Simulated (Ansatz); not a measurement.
**What pressure −2 GPa does to hypothetical diamond Nb**

Base system: Nb in the diamond structure (space group Fd-3m, No. 227; a = 5.806 Å; a hypothetical phase, not in the database extracts checked).

Now apply this change: a negative pressure, −2 GPa.

All numbers come from Kohn–Sham DFT with the PBEsol functional, run in Ansatz (a first-principles code) with PAW and 420 eV plane waves, scalar-relativistic without spin-orbit coupling. Settings: 14×14×14 k-points, 0.05 eV Fermi–Dirac smearing.

| quantity | base | changed | shift |
|---|---|---|---|
| volume per atom | 24.46 Å³ | 25.14 Å³ | +0.68 Å³ |
| density | 6.31 g/cm³ | 6.14 g/cm³ | -0.17 g/cm³ |
| shortest interatomic distance | 2.514 Å | 2.537 Å | +0.023 Å |
| enthalpy H = E + PV relative to the base's energy | – | -0.31 eV/atom | – |
| band gap | zero | zero | – |

Load acts through the strain it causes; cell and atoms are relaxed under it. Stability against distortions was not tested. The final runs are not spin-polarised. Nb has a high density of states at the Fermi level and may be magnetic at this level.
